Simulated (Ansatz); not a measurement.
CaZrN₂ (R-3m, No. 166, 4 atoms in the cell; start mp-1029267)

The numbers are results of HSE06 in Ansatz (PAW), not measurements.

Run with plane-wave cutoff 460 eV, 8×8×8 k mesh, Fermi–Dirac smearing 0.01 eV, scalar-relativistic PAW data made under PBE.

Cell (relaxed with PBEsol):

```xyz
4
Lattice="1.6430 0.9486 5.5560 -1.6430 0.9486 5.5560 0.0000 -1.8971 5.5560" Properties=species:S:1:pos:R:3 pbc="T T T"
Ca     0.0000     0.0000     0.0000
Zr     0.0000     0.0000     8.3339
N      0.0000     0.0000     3.9759
N      0.0000     0.0000    12.6920
```

band gap: 1.37 eV (on the SCF k mesh)
smallest direct gap on the k points sampled: 2.09 eV
direct gap at Γ: 3.83 eV

Note: cell and atoms aren't relaxed at this level (largest force component 0.13 eV/Å, pressure 2.4 GPa).

Spin–orbit coupling is not included.

Computed values are for the static lattice.

Cost on a shared machine: very roughly 6 core-minutes.

A start named mp-… is a Materials Project structure, which need not be a measured phase.

Ansatz is a quantum-chemistry and plane-wave program.
